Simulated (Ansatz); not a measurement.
## HgS: response to strain

Start from HgS in the zinc blende structure (space group F-43m, No. 216; a = 5.8759 Å). Axes: x, y, z lie along the cube axes.

Strains are applied to the cell and any free atomic positions relax; under biaxial strain the out-of-plane vector relaxes too; under stress the whole cell relaxes.

The values are results of Ansatz (a quantum-chemistry and plane-wave program) PBEsol, no spin-orbit coupling, not measurements.

```csv
variant,space group,shortest interatomic distance
base,F-43m (No. 216),254.4 pm
"biaxial strain −0.60 %, plane normal [001], relaxed out of plane",I-4m2 (No. 119),254.2 pm
"biaxial strain +1.05 %, plane normal [001], relaxed out of plane",I-4m2 (No. 119),254.8 pm
"biaxial strain +2.26 %, plane normal [001], relaxed out of plane",I-4m2 (No. 119),255.4 pm
isotropic strain −4.15 %,F-43m (No. 216),243.9 pm
isotropic strain −2.04 %,F-43m (No. 216),249.2 pm
uniaxial strain ε_yy = +1.45 %,I-4m2 (No. 119),255.7 pm
"uniaxial stress, 5 GPa compression along x",I-4m2 (No. 119),258.6 pm
tensor shear ε_xz = −1.72 %,Imm2 (No. 44),254.2 pm
tensor shear ε_yz = +0.64 %,Imm2 (No. 44),254.3 pm
```

Beyond what the load breaks, stability against distortions was not tested. All final runs are without spin polarisation. Under uniaxial stress, 5 GPa compression along x the cell changed shape so far that it is another structure.
